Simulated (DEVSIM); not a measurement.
System: Si p-i-n diode, at 300 K.

Layer 1 from the left is Si, thickness (μm) 1.60, Na (cm⁻³) 5.5e18, τn (s) 4e-7, τp (s) 4e-7. Layer 2 from the left is Si, thickness (μm) 11.0, Nd (cm⁻³) 4.3e11, τn (s) 4e-7, τp (s) 4e-7. Layer 3 from the left is Si, thickness (μm) 1.40, Nd (cm⁻³) 2.5e18, τn (s) 4e-7, τp (s) 4e-7.

Left contact: ohmic. Right contact: ohmic. Voltage is applied to the left contact. Recombination: SRH at mid-gap, radiative, Auger. Mobility is μmin + (μ − μmin)/(1 + (N/Nref)^α).

Constants are typed, rounded textbook-type inputs, not results; the design itself was drawn at random and stands for no fabricated device. Values at 300 K.

Si: gap (eV) 1.124, affinity (eV) 4.05, permittivity 11.7, Nc (cm⁻³) 2.86e19, Nv (cm⁻³) 3.1e19, μn (cm²/Vs) 1417, μp (cm²/Vs) 470, μn,min 52, μp,min 45, Nref,n 9.7e16, Nref,p 2.2e17, αn 0.68, αp 0.72, B (cm³/s) 4.7e-15, Cn (cm⁶/s) 2.8e-31, Cp (cm⁶/s) 9.9e-32.

DEVSIM, 1D drift-diffusion, Boltzmann statistics, complete ionisation; no tunnelling, impact ionisation, image-force lowering or self-heating.

Question: What does the simulation give for the dark forward voltage at 100 A/cm², the dark forward voltage at 1 A/cm²?

Answer: dark forward voltage at 100 A/cm² 0.862 V; dark forward voltage at 1 A/cm² 0.669 V.
